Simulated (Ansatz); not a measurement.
The starting structures come from a database of crystals and need not be the phases stable at ambient conditions.

 Where the default PAW files enter, the runs use the earlier of Ansatz's two default sets.

The decay constant κ of evanescent states in the gap governs leakage through a thin film.

Input:

```yaml
crystal:
  lattice:
    - [3.84172, 0.00000, 0.00000]
    - [-1.92086, 3.32703, 0.00000]
    - [0.00000, 0.00000, 6.33293]
  atoms:
    - { symbol: Ga, position: [0.66667, 0.33333, 0.50005] }
    - { symbol: Ga, position: [0.33333, 0.66667, 0.00005] }
    - { symbol: P, position: [0.66667, 0.33333, 0.87395] }
    - { symbol: P, position: [0.33333, 0.66667, 0.37395] }
```

Space group of this cell: P6_3mc, wurtzite. The cell is taken as given; by PBEsol its mean pressure is -0.6 GPa.

Transport runs along the normal of the first two printed cell vectors, the (001) plane of the conventional cell.

No gap correction and no spin-orbit coupling; mid-gap values are interpolated between computed energies.

Q: Estimate the band gap and the smallest decay constant κ at mid-gap that PBEsol in Ansatz (a quantum-chemistry and plane-wave program) returns for this system.

A: Gap 1.27 eV on a 12×12×6 mesh; κ = 0.100 1/Å, at the zone centre.
